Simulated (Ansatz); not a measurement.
Ti3Al under a change: Al → Na

The parent structure is Ti$_{3}$Al (space group P6_3/mmc, No. 194; a = 5.747 Å, c = 4.632 Å).

Perturbation: Na takes the place of Al on all its sites; the structure is relaxed again.

Level of theory: plane-wave PAW DFT at the r2SCAN level (Ansatz, a quantum-chemistry and plane-wave program, 500 eV), no SOC. Settings: 9×9×10 k-points, 0.05 eV Fermi–Dirac smearing, for the changed cell.

```yaml
volume_per_atom: 19.36 Å³ (base 16.56 Å³)
density: 3.57 g/cm³ (base 4.28 g/cm³)
lattice_parameter_a: 614.8 pm (base 574.7 pm)
c/a ratio: 0.769 (base 0.806)
shortest_interatomic_distance: 285.3 pm (base 281.3 pm)
band_gap: zero (base zero)
```

Final structure:

```xyz
8
Lattice="6.1483 0.0000 0.0000 -3.0742 5.3246 0.0000 0.0000 0.0000 4.7307" Properties=species:S:1:pos:R:3 pbc="T T T"
Ti     3.0742     3.6773     1.1827
Ti    -1.6475     4.5009     3.5480
Ti     1.4266     0.8237     1.1827
Ti     0.0000     1.6473     3.5480
Ti     4.7217     0.8237     1.1827
Ti     1.6475     4.5009     3.5480
Na     0.0000     3.5497     1.1827
Na     3.0742     1.7749     3.5480
```

Stability against distortions was not tested. As relaxed here, NaTi3 is a hypothetical phase, not in the database extracts checked. The final runs are not spin-polarised. NaTi3 has a high density of states at the Fermi level and may be magnetic at this level.
